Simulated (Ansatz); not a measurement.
# Effect of holes 1.0×10^21 cm⁻³ on CdS

Take CdS in the zinc blende structure (space group F-43m, No. 216; a = 5.878 Å) as the base.

One thing is altered: hole doping at 1.0×10^21 cm⁻³ (0.0508 per cell), with a uniform compensating background at fixed cell and a 300 K Fermi–Dirac width.

The values are results of r2SCAN (Ansatz, a first-principles code), no SOC, not measurements. k-mesh 22×22×22 (Γ-centred); smearing 0.0259 eV (Fermi–Dirac).

```csv
quantity,base,changed,shift
gap between the host's bands,1.54 eV,1.59 eV,+0.043 eV
gap character,direct at Γ,direct at Γ,–
Fermi level relative to the doped band's edge (positive inside the band; to 0.05 eV),–,+0.15 eV,–
```

Charged cell with a jellium background: band edges are those of the host's band count, energies are not comparable with the neutral cell, and many-body gap narrowing is missing. Whether these cells are dynamically stable was not tested.
